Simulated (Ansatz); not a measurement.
Consider Tl in the hcp (Mg type) structure (space group P6_3/mmc, No. 194).

```xyz
2
Lattice="3.4587 0.0000 0.0000 -1.7294 2.9953 0.0000 0.0000 0.0000 5.5234" Properties=species:S:1:pos:R:3 pbc="T T T"
Tl     0.0000     1.9969     4.1425
Tl     1.7294     0.9984     1.3808
```

Level of theory: plane-wave PAW DFT at the PBEsol level (Ansatz, a quantum-chemistry and plane-wave program, 420 eV), spin-orbit coupling left out, earlier PAW set.

One change was made to it. Results:

The c/a ratio shrinks by 0.044 (1.597 → 1.553); the shortest interatomic distance shrinks by 0.142 bohr to 6.298 bohr; the density falls by 1.29 g/cm³, from 11.86 g/cm³ to 10.57 g/cm³.

Problem. What was done to the base?
A) Tl → Sc
B) Tl → Lu
C) Tl → Au

Solution. B, Tl → Lu. For comparison, the shortest interatomic distance in the other runs: Tl → Au gives 5.408 bohr; Tl → Sc gives 5.989 bohr.

No phonon test of stability was made. The final runs are not spin-polarised. This is not the structure that Au has at room temperature and ambient pressure.
